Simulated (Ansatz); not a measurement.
The parent structure is PtTe₂ (space group P-3m1, No. 164; a = 4.009 Å, c = 4.960 Å; layered; relaxed with 0.1 eV smearing).

Method: Kohn–Sham DFT with the PBEsol-D3(BJ) functional, run in Ansatz (an electronic-structure program) with PAW and 420 eV plane waves, no SOC.

For the base:

* **Pressure**: 0.0 GPa
* **Band gap**: zero

It is then changed as follows: the cell is scaled by 0.9900 in all directions; the atoms relax in the strained cell.

Question: What happens to the energy relative to the base?

Answer: The energy goes up by 6.3 meV/atom.

Question: What does the calculation give for the largest internal atomic displacement after the change?

Answer: The largest internal atomic displacement comes out as 0.020 Å.

Question: Estimate the effect on the pressure.

Answer: The pressure (mean of the normal stresses, compression positive) goes from zero to 3.0 GPa.

Question: How does this affect the band gap?

Answer: The band gap is still zero.

No phonon test of stability was made. All final runs are without spin polarisation.
